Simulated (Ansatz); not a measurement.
## BAs (model structure, started from the WC type, P-6m2, No. 187, 2 atoms in the cell): properties by level of theory

```
level (code)     lattice constant a (Å)  c axis length (Å)
---------------  ----------------------  -----------------
PBE (Ansatz)                      3.195              2.897
PBEsol (Ansatz)                   3.144              2.891
r²SCAN (Ansatz)                   3.195                  ?
```

Task: Fill in the missing entries.

Result: 
- r²SCAN (Ansatz, a quantum-chemistry and plane-wave program), c axis length (Å): 2.877

Ansatz's density-functional and Hartree–Fock values are scalar-relativistic unless marked +SOC, with PAW data made under PBE.

Computed values are for the static lattice.

A model structure was made by putting elements into a prototype or built by hand; it is no filed structure, need not be a known phase, and can be a saddle point held by its symmetry.
